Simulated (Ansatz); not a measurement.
The starting structures come from a database of crystals and need not be the phases stable at ambient conditions.

 Where the default PAW files enter, the runs use the earlier of Ansatz's two default sets.

Given:

```
RbHO
1.0
    4.15620     0.00000     0.00000
    0.00000     5.95246     0.00000
    0.00000     1.02035     4.04567
Rb H O
2 2 2
Direct
  0.75000   0.71172   0.17334
  0.25000   0.28828   0.82666
  0.75000   0.07765   0.47785
  0.25000   0.92235   0.52215
  0.75000   0.23011   0.32904
  0.25000   0.76989   0.67096
```

Space group of this cell: P2_1/m. The cell is taken as given.

Transport runs along the normal of the first two printed cell vectors.

The gap is the functional's own. No spin-orbit coupling. Mid-gap values are interpolated on the energy grid.

Estimate the band gap and the smallest decay constant κ at mid-gap that PBEsol (Ansatz, a program for electronic structure) returns for this system.

Gap 3.17 eV on a 8×6×8 mesh; κ = 0.357 1/Å, at the zone centre.
